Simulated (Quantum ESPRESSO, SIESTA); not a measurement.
A SIESTA input for a self-consistent single point of As2Ru (Pnnm, 6 atoms in the cell) (DFT, LDA PW92, numerical atomic orbitals DZP, PseudoDojo LDA standard norm-conserving potentials (rewritten from UPF to PSML)):

```
# files in the folder: As.psml Ru.psml (PseudoDojo LDA standard)
SystemName  As2Ru
SystemLabel As2Ru

NumberOfAtoms                6
NumberOfSpecies              2
%block ChemicalSpeciesLabel
  1 33 As
  2 44 Ru
%endblock ChemicalSpeciesLabel
LatticeConstant              1.0 Ang
%block LatticeVectors
     5.435560000    0.000000000    0.000000000
     0.000000000    6.205950000    0.000000000
     0.000000000    0.000000000    3.001150000
%endblock LatticeVectors
AtomicCoordinatesFormat      Bohr
%block AtomicCoordinatesAndAtomicSpecies
     3.381655571   10.160159341    2.835675779  1
     6.890064163    1.567386502    2.835675779  1
     8.517515438    7.431159423    0.000000000  1
     1.754204296    4.296386420    0.000000000  1
     5.135859867    5.863772922    2.835675779  2
     0.000000000    0.000000000    0.000000000  2
%endblock AtomicCoordinatesAndAtomicSpecies

XC.functional                LDA
XC.authors                   PW92
PAO.BasisSize                DZP
PAO.EnergyShift              0.01 Ry
MeshCutoff                   300 Ry
%block kgrid.MonkhorstPack
    3   0   0  0.0
    0   3   0  0.0
    0   0   6  0.0
%endblock kgrid.MonkhorstPack
OccupationFunction           FD
ElectronicTemperature        0.01 eV

MaxSCFIterations             150
SCF.Mixer.Method             Broyden
SCF.Mixer.Weight             0.1
SCF.Mixer.History            6
SCF.DM.Tolerance             1.0E-04
Diag.ParallelOverK           true
WriteForces                  true
```

**Question.** Translate this input to Quantum ESPRESSO.

**Answer.** One input that does it (others would too):

```fortran
&control
   calculation = 'scf'
   prefix = 'scf'
   outdir = './out'
   pseudo_dir = './'
   verbosity = 'high'
   tprnfor = .true.
   tstress = .true.
/
&system
   ibrav = 0
   nat = 6
   ntyp = 2
   ecutwfc = 40
   ecutrho = 320
   occupations = 'smearing'
   smearing = 'fermi-dirac'
   degauss = 0.000734986
/
&electrons
   conv_thr = 1.0d-10
/
ATOMIC_SPECIES
As    74.9216  as_lda_v1.uspp.F.UPF
Ru   101.0700  ru_lda_v1.2.uspp.F.UPF
CELL_PARAMETERS angstrom
   5.4355600000     0.0000000000     0.0000000000
   0.0000000000     6.2059500000     0.0000000000
   0.0000000000     0.0000000000     3.0011500000
ATOMIC_POSITIONS alat
As    0.3292200000    0.9891390735    0.2760663115
As    0.6707800000    0.1525924132    0.2760663115
As    0.8292200000    0.7234581566    0.0000000000
As    0.1707800000    0.4182733302    0.0000000000
Ru    0.5000000000    0.5708657434    0.2760663115
Ru    0.0000000000    0.0000000000    0.0000000000
K_POINTS automatic
3 3 6  0 0 0
```

Basis settings and potentials, where a program has them, do not carry over. This input uses DFT, LDA (PZ), plane waves, GBRV 1.5 ultrasoft (LDA) pseudopotentials. LDA parametrisations can differ slightly between programs.

The starting cell comes from a database of computed structures (which also holds hypothetical and non-ambient phases and stackings), without a prior relaxation at this level.
